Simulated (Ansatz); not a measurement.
We consider HfTe2 (model structure, started from the rutile type, P4₂/mnm, No. 136, 6 atoms in the cell), described by PBEsol in Ansatz (PAW).

Numerical settings: plane-wave cutoff 520 eV, 8×8×14 k mesh (along the axes of the cell as run), Fermi–Dirac smearing 0.05 eV, scalar-relativistic PAW data made under PBE.

Cell (relaxed at this level):

```yaml
crystal:
  lattice:
    - [6.90698, 0.00000, 0.00000]
    - [0.00000, 6.90698, 0.00000]
    - [0.00000, 0.00000, 3.92237]
  atoms:
    - { symbol: Hf, position: [0.00000, 0.00000, 0.00000] }
    - { symbol: Hf, position: [0.50000, 0.50000, 0.50000] }
    - { symbol: Te, position: [0.29595, 0.29595, 0.00000] }
    - { symbol: Te, position: [0.79595, 0.20405, 0.50000] }
    - { symbol: Te, position: [0.20405, 0.79595, 0.50000] }
    - { symbol: Te, position: [0.70405, 0.70405, 0.00000] }
```

Task: Give the computed bulk modulus.

Result: 
- bulk modulus: 57.8 GPa

The run finds no gap.

Note: the bulk modulus is −V dP/dV from two relaxed cells at ±2 % in volume; the relaxation could raise the start's symmetry but not lower it, so the cell can be a saddle point.

Spin–orbit coupling is not included; it can open a gap where bands touch, and shift volumes and moduli.

Static lattice: no zero-point or thermal effects.

The result took roughly 8 core-minutes.

A model structure was made by putting elements into a prototype or built by hand; it is no filed structure, need not be a known phase, and can be a saddle point held by its symmetry.

Ansatz is an electronic-structure program.
